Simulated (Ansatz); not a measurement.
La (model structure, started from the diamond type, Fd-3m, No. 227, 2 atoms in the cell), treated with r²SCAN (plane waves, PAW; Ansatz, a program for electronic structure).

Numerical settings: plane-wave cutoff 560 eV, 14×14×14 k mesh, Fermi–Dirac smearing 0.05 eV, scalar-relativistic PAW data made under PBE.

Cell (relaxed at this level):

```cif
data_La8
_chemical_formula_sum 'La8'
_space_group_name_H-M_alt 'Fd-3m :1'
_space_group_IT_number 227
_space_group_name_Hall 'F 4d 2 3 -1d'
_cell_length_a 6.65568
_cell_length_b 6.65568
_cell_length_c 6.65568
_cell_angle_alpha 90.000
_cell_angle_beta 90.000
_cell_angle_gamma 90.000
loop_
_atom_site_label
_atom_site_type_symbol
_atom_site_symmetry_multiplicity
_atom_site_Wyckoff_symbol
_atom_site_fract_x
_atom_site_fract_y
_atom_site_fract_z
_atom_site_occupancy
La1 La 8 b 0.50000 0.50000 0.50000 1
```
(The calculation used a cell of 2 atoms; values per cell refer to that cell.)

Question: Estimate the bulk modulus that the calculation returns.

Answer: 
- bulk modulus = 49.5 GPa

The run finds no gap.

Note: the bulk modulus is −V dP/dV from two relaxed cells at ±2 % in volume; the relaxation could raise the start's symmetry but not lower it, so the cell can be a saddle point.

Spin–orbit coupling is not included.

Cost on a shared machine: roughly 4 core-minutes.

A model structure was made by putting elements into a prototype or built by hand; it is no filed structure, need not be a known phase, and can be a saddle point held by its symmetry.
